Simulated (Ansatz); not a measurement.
Ta2N: pressure series

Consider Ta2N in the anti-CdI2 type structure (space group P-3m1, No. 164; a = 3.067 Å, c = 4.884 Å).

Cell and atoms are relaxed at each pressure.

Calculations: Kohn–Sham DFT with the r2SCAN+rVV10 functional, run in Ansatz (an electronic-structure program) with PAW and 500 eV plane waves, no SOC.

| P (GPa) | V (Å³/atom) |
|---|---|
| -2.00 | 13.352 |
| -1.00 | 13.306 |
| 3.00 | 13.130 |
| 7.00 | 12.966 |
| 15.00 | 12.667 |
| 30.00 | 12.188 |
| 50.00 | 11.666 |
| 75.00 | 11.138 |
| 99.99 | 10.704 |

A third-order Birch–Murnaghan fit to these points gives V₀ = 13.26 Å³/atom, B₀ = 299 GPa and B₀′ = 4.1. At pressure 100 GPa the volume is 80.7 % of V₀.

Load acts through the strain it causes; cell and atoms are relaxed under it. Whether these cells are dynamically stable was not tested. Competing high-pressure phases were not computed. All final runs are without spin polarisation. An odd electron count without spin: Ta2N.
